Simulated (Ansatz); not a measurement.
```
CELL_PARAMETERS angstrom
      2.50882     0.00000     0.00000
     -1.25441     2.17270     0.00000
      0.00000     0.00000    34.75000
ATOMIC_POSITIONS crystal
  B  0.33333 0.66667 0.24362
  N  0.66667 0.33333 0.24360
  B  0.00000 0.00000 0.34656
  N  0.66667 0.33333 0.34656
  B  0.33333 0.66667 0.44891
  N  0.66667 0.33333 0.44890
  B  0.00000 0.00000 0.55110
  N  0.66667 0.33333 0.55110
  B  0.33333 0.66667 0.65344
  N  0.66667 0.33333 0.65344
  B  0.00000 0.00000 0.75639
  N  0.66667 0.33333 0.75640
```

Calculation: PBE+D3(BJ) (plane waves to 420 eV, PAW; Ansatz, a first-principles code). No spin–orbit coupling; PBE gaps are too small against experiment. Its k-point mesh 15×15×1, Fermi–Dirac width 0.01 eV. A dipole correction is on.

Q: Name the layers and their stacking, and give its gap.

A: 6 layers of hBN, started at antiparallel, shifted by (1/3,2/3) (facing N atop N, which symmetry holds and which is mostly a maximum against sliding).
| Property | Value |
|---|---|
| step of the vacuum level across the stack (top less bottom) | 0.00 eV |
| PBE gap over the mesh and listed points off it | 3.74 eV, indirect (lowest direct gap 4.29 eV) |
| valence and conduction edges under the vacuum level of the lower face | 5.54 and 1.80 eV |
